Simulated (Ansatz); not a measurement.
Surface: Si(111) 1x1 surface, 6 top atoms, 3 bilayers, bottom bilayer H-capped and fixed, every top atom capped by Br; cell 11.5 x 6.6 Å; about 9 Å thick over its heavy atoms, 18 atoms held. Computed with PBE-D3(BJ) (plane waves to 420 eV, PAW; Ansatz, a quantum-chemistry and plane-wave program). Sampling: 1x2x1 k points. The slab states were run without spin polarisation. No spin-orbit coupling. Slab thickness, cell and mesh are as stated and are not converged limits. Each barrier is the saddle point's height over the relaxed start (climbing-image NEB, finished by a saddle search where needed); no vibrational corrections are included. A partial Hessian shows a single imaginary mode at the top, within the atoms moved. The relaxed ends are local minima reached from one prepared geometry each.

Consider this step: SiCl4 swaps its Cl for the surface Br.

Start:

```
atom    x (Å)  y (Å)   z (Å)
------  -----  -----  ------
Si(17)  5.747  3.339   9.489
Si(18)  5.749  1.119   8.744
Si(19)  3.827  4.444   8.743
Br(31)  5.761  3.361  11.721
Si(35)  7.666  4.443   8.744
Si(a0)  5.452  3.157  15.685
Cl(a1)  3.788  2.213  14.985
Cl(a2)  5.472  5.086  15.034
Cl(a3)  7.110  2.188  15.007
Cl(a4)  5.442  3.133  17.721
```

End:

```csv
atom,x (Å),y (Å),z (Å)
Si(17),5.756,3.339,9.503
Si(18),5.755,1.122,8.741
Si(19),3.837,4.444,8.746
Br(31),7.554,4.192,14.916
Si(35),7.672,4.444,8.744
Si(a0),5.732,3.138,15.564
Cl(a1),5.757,3.353,11.573
Cl(a2),5.648,3.094,17.600
Cl(a3),5.745,1.226,14.858
Cl(a4),4.094,4.119,14.846
```

Problem. Give the geometry at the top of the path.

Solution. 
```
atom    x (Å)  y (Å)  z (Å)
------  -----  -----  -----
Si(17)   5.74   3.36   9.70
Si(18)   5.70   1.16   8.79
Si(19)   3.84   4.40   8.78
Br(31)   6.34   4.77  11.88
Si(35)   7.65   4.46   8.84
Si(a0)   5.30   3.31  13.58
Cl(a1)   4.92   2.20  11.57
Cl(a2)   4.64   5.00  14.57
Cl(a3)   7.08   2.65  14.35
Cl(a4)   3.92   1.96  14.39
```
It lies 3.02 eV over the start.
